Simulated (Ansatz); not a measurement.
Where the default PAW files enter, the runs use the earlier of Ansatz's two default sets.

## Evanescent states of NaCl (Fm-3m, rock salt, 2 atoms a cell, 21.8 Å³ an atom) along the normal of (111)

These are r2SCAN (plane waves, PAW; Ansatz, a first-principles code) values and carry that method's errors.

No gap correction and no spin-orbit coupling; mid-gap values are interpolated between computed energies.

Energies count from the valence-band top; κ is the least over a 12×12 mesh across the current.

```json
[
 {"E (eV)": "0.14", "κ (1/Å)": "0.137", "where": "Γ"},
 {"E (eV)": "0.42", "κ (1/Å)": "0.228", "where": "Γ"},
 {"E (eV)": "0.70", "κ (1/Å)": "0.282", "where": "Γ"},
 {"E (eV)": "0.98", "κ (1/Å)": "0.320", "where": "Γ"},
 {"E (eV)": "1.26", "κ (1/Å)": "0.349", "where": "Γ"},
 {"E (eV)": "1.54", "κ (1/Å)": "0.370", "where": "Γ"},
 {"E (eV)": "1.82", "κ (1/Å)": "0.385", "where": "Γ"},
 {"E (eV)": "2.10", "κ (1/Å)": "0.396", "where": "Γ"},
 {"E (eV)": "2.38", "κ (1/Å)": "0.402", "where": "Γ"},
 {"E (eV)": "2.66", "κ (1/Å)": "0.405", "where": "Γ"},
 {"E (eV)": "2.94", "κ (1/Å)": "0.405", "where": "Γ"},
 {"E (eV)": "3.22", "κ (1/Å)": "0.402", "where": "Γ"},
 {"E (eV)": "3.50", "κ (1/Å)": "0.395", "where": "Γ"},
 {"E (eV)": "3.78", "κ (1/Å)": "0.385", "where": "Γ"},
 {"E (eV)": "4.06", "κ (1/Å)": "0.372", "where": "Γ"},
 {"E (eV)": "4.34", "κ (1/Å)": "0.355", "where": "Γ"},
 {"E (eV)": "4.62", "κ (1/Å)": "0.333", "where": "Γ"},
 {"E (eV)": "4.90", "κ (1/Å)": "0.307", "where": "Γ"},
 {"E (eV)": "5.18", "κ (1/Å)": "0.273", "where": "Γ"},
 {"E (eV)": "5.46", "κ (1/Å)": "0.229", "where": "Γ"},
 {"E (eV)": "5.74", "κ (1/Å)": "0.165", "where": "Γ"}
]
```

Task: How thick must the barrier be to attenuate the transmission by 10^6 when the electrodes' Fermi level lies at 1.82 eV, and what attenuation does that film give at 0.42 eV?

Result: d = 6 ln 10 / (2 × 0.385) = 17.9 Å. At 0.42 eV it gives 6 × 0.228/0.385 = 3.6 decades.
